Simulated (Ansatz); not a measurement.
Structures of equal composition on the (000-1) surface of wurtzite GaN (N plane on top): 2x2 O adatom at H3; 2x2 O adatom at T4. The slabs share one bottom face, and each structure is named by its start. These are constructed structures in small cells; real faces may alloy, dewet or reconstruct in larger ones, and not all known structures of the face are among them. Slabs of about 14 Å, Fermi-Dirac smearing of 0.025 eV. Bottom of the slabs: H caps. Relaxed from the named starts with such symmetry as they have, on meshes of like density; energies extrapolated to zero smearing; spin only where a row says so; no spin-orbit coupling, no U. Brackets mark spin-polarised runs, whose order is one that fits the cell. Where a second, spin-polarised start was run, the lower counts.

Level of theory: r2SCAN, at the PBE geometry (plane waves to 500 eV, PAW; Ansatz, a quantum-chemistry and plane-wave program).

Problem. Rank these by energy per 1x1 cell (lowest first), as r2SCAN, at the PBE geometry gives it.

Solution. 2x2 O adatom at H3 (0.000 eV (1 N–O bonds formed) [spin, 3.0 μB a cell], no gap on the mesh), 2x2 O adatom at T4 (0.470 eV (2 N–O bonds formed) [spin, 1.0 μB a cell], gap 0.43 eV on the mesh)
